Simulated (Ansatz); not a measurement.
Ta2Se (P4/nmm, No. 129), treated with PBEsol (plane waves, PAW; Ansatz, a program for electronic structure).

Run with plane-wave cutoff 520 eV, 16×16×6 k mesh (along the axes of the cell as run), Fermi–Dirac smearing 0.05 eV, scalar-relativistic PAW data made under PBE.

Computed at the level's own relaxed cell.

Task: What does this level give for the lattice parameter a, c axis length and bulk modulus B0?

Result: 
lattice parameter a: 3.355 Å
c axis length: 9.867 Å
bulk modulus B0: 51.7 GPa

The run finds no gap.

Note: the cell comes from a level without a dispersion term, which matters for the spacing of layers, chains or molecules; the bulk modulus is −V dP/dV from two relaxed cells at ±2 % in volume.

Spin–orbit coupling is not included; it can open a gap where bands touch, and shift volumes and moduli.

The computed numbers hold no vibrational or temperature effects.
